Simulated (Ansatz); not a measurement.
Given:

```xyz
3
Lattice="0.0000 3.0507 3.0507 3.0507 0.0000 3.0507 3.0507 3.0507 0.0000" Properties=species:S:1:pos:R:3 pbc="T T T"
Na     1.5253     1.5253     1.5253
Na     4.5760     4.5760     4.5760
S      0.0000     0.0000     0.0000
```

No spin polarisation.

Computed with PBE/PAW in Ansatz (a quantum-chemistry and plane-wave program), no spin-orbit coupling. Settings: 9×9×9 k-points, 0.05 eV Fermi–Dirac smearing.

Task: What band gap does the calculation give?

Result: 3.25 eV.

Task: What width of the top valence band does the calculation give?

Result: 0.70 eV.

Load acts through the strain it causes; cell and atoms are relaxed under it. Whether these cells are dynamically stable was not tested. Competing high-pressure phases were not computed. The cell was made from Na₂S in the anti-fluorite structure (space group Fm-3m, No. 225) by this change: pressure 10 GPa.
